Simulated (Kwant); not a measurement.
Device: quantum point contact (saddle potential) in a Si two-dimensional gas. Effective mass 0.19 mₑ, grid spacing 6.2 nm, hard walls, nominal width 150 nm (25 grid rows, so walls 161.2 nm apart), one parabolic valley, scattering region 450 nm long along x; energies count from the band bottom; Fermi energy 0.00091 eV. Potential (V0 + ½k y²) cos²(πx/L) for |x| < L/2, with V0 swept from 0.0009555 to 0 eV, k = 1.7e-06 eV/nm², L = 360 nm.

The device is made up for the run: typed textbook-type constants, with dimensions and the other settings drawn at random.

Kwant, effective-mass tight-binding model on a square grid, one spin, coherent transport at 0 K. Conductance is in e²/h.

Sweep values stay those of the base run.

The curvature of the confinement was swept, all else fixed.

| curvature of the confinement (eV/nm²) | G (e²/h) at V0 = 0.7201 meV | mean G (e²/h) over the sweep | G (e²/h) at V0 = 0.2493 meV | G (e²/h) at V0 = 0.4847 meV |
|---|---|---|---|---|
| 8.5e-7 | 0.060 | 0.70 | 1.00 | 0.99 |
| 1.2e-6 | 0.014 | 0.59 | 1.00 | 0.92 |
| 1.4e-6 | 0.0070 | 0.56 | 1.00 | 0.84 |
| 1.7e-6 | 0.0026 | 0.53 | 1.00 | 0.62 |
| 2e-6 | 0.0011 | 0.49 | 1.00 | 0.36 |
| 2.6e-6 | 0.00022 | 0.43 | 1.00 | 0.083 |
| 3.4e-6 | 3.5e-5 | 0.35 | 0.94 | 0.011 |

From the first row to the last the G at V0 = 0.7201 meV goes from 0.060 to 3.5e-5. From the first row to the last the mean G over the sweep goes from 0.70 to 0.35.
